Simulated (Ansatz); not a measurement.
Given:

End structure of a constructed model of the (100) surface of fcc Pt, a pseudomorphic layer of Pd in the host's stacking (bottom of the slab: a bare face, its two planes held):

```
CELL_PARAMETERS angstrom
      2.80721     0.00000     0.00000
      0.00000     2.80721     0.00000
      0.00000     0.00000    28.00000
ATOMIC_POSITIONS crystal
  Pt 0.50000 0.50000 0.28575
  Pt 0.00000 0.00000 0.35665
  Pt 0.50000 0.50000 0.42723
  Pt 0.00000 0.00000 0.49815
  Pt 0.50000 0.50000 0.56904
  Pt 0.00000 0.00000 0.63956
  Pd 0.50000 0.50000 0.70854
```

Model: 7-atom slab, 12.0 Å thick at the start, 13x13x1 mesh, Fermi-Dirac 0.1 eV, dipole correction, 2 atoms held, the rest relaxed; symmetry of the start imposed; no spin, no spin-orbit, no U. It is one candidate, not shown to be the stable structure of the face.

Question: Give the work function of the top face at the level PBE (Ansatz, a first-principles code).

Answer: 5.01 eV
